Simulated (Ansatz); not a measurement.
The parent structure is AgCl in the CsCl type structure (space group Pm-3m, No. 221; a = 3.395 Å; a model cell, its experimental status unchecked). Axes: x, y, z lie along the cube axes.

Method: DFT with r2SCAN, PAW potentials and a 500 eV plane-wave cutoff in Ansatz (a program for electronic structure), no SOC.

Strains are applied to the cell and any free atomic positions relax.

One change was made to it. Results:

```tsv
quantity	base	after
band gap	1.23 eV	1.17 eV
pressure	0.00 GPa	-6.20 GPa
energy relative to the base (free energy F)	0 meV/atom	+84 meV/atom
```

What was done to the base?
A) uniaxial strain ε_yy = −3.53 %
B) isotropic strain +5.82 %
C) uniaxial strain ε_yy = +0.53 %

B, isotropic strain +5.82 %. For comparison, the energy relative to the base in the other runs: uniaxial strain ε_yy = +0.53 % gives +0.2 meV/atom; uniaxial strain ε_yy = −3.53 % gives +7.9 meV/atom.

No phonon test of stability was made. This is not the structure that AgCl has at room temperature and ambient pressure.
